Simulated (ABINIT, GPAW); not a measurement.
A GPAW input for a self-consistent single point of LiCl (Fm-3m, 2 atoms in the cell) (DFT PBE, plane waves, GPAW PAW datasets PBE (gpaw-data 1.0.1)):

```python
from ase import Atoms
from ase.units import GPa
from gpaw import GPAW, PW, FermiDirac

atoms = Atoms(['Li', 'Cl'],
              cell=[[0.000000, 2.518600, 2.518600],
                    [2.518600, 0.000000, 2.518600],
                    [2.518600, 2.518600, 0.000000]],
              positions=[[0.000000, 0.000000, 0.000000],
                         [2.518600, 2.518600, 2.518600]],
              pbc=True)

calc = GPAW(mode=PW(500),
            xc='PBE',
            kpts={'size': (8, 8, 8), 'gamma': True},
            occupations=FermiDirac(0.01),
            nbands=-4,
            convergence={'density': 1e-05, 'energy': 1e-05, 'bands': -2},
            symmetry={'symmorphic': False, 'tolerance': 0.0005},
            maxiter=150)

atoms.calc = calc

energy = atoms.get_potential_energy()
print('Energy (eV):', round(energy, 6))
forces = atoms.get_forces()
print('Forces (eV/Ang):')
print(forces.round(5))
stress = atoms.get_stress()
print('Stress (GPa, Voigt):', (stress / GPa).round(4))
```

Write the same calculation as an input for ABINIT.

One input that does it (others would too):

```
# LiCl, PseudoDojo nc-sr-05 PBE standard
pp_dirpath "./"
pseudos "Li.upf, Cl.upf"
acell 3.5618382782 3.5618382782 3.5618382782 Angstrom
rprim
        -0.0000000000    0.7071067812    0.7071067812
         0.7071067812    0.0000000000    0.7071067812
         0.7071067812    0.7071067812    0.0000000000
natom 2
ntypat 2
znucl 3 17
typat 1 2
xcart
         0.0000000000    0.0000000000    0.0000000000
         2.5186000000    2.5186000000    2.5186000000
      Angstrom
ecut 37
occopt 3
tsmear 0.01 eV
nband 10
kptopt 1
ngkpt 8 8 8
nshiftk 1
shiftk 0 0 0
nstep 100
tolvrs 1.0e-10
prtwf 0
prtden 0
```

Basis settings and potentials, where a program has them, do not carry over. This input uses DFT, PBE, plane waves, norm-conserving pseudopotentials (PseudoDojo nc-sr-05 PBE standard). Both were run: gap on the mesh 6.652 eV in GPAW and 6.654 in ABINIT.

On GPAW: the starting cell has typed, rounded lattice constants, without a prior relaxation at this level. For this run, on top of that: lattice scaled by 0.98.

On ABINIT: the starting cell has typed, rounded lattice constants, without a prior relaxation at this level. For this run, on top of that: lattice scaled by 0.98.
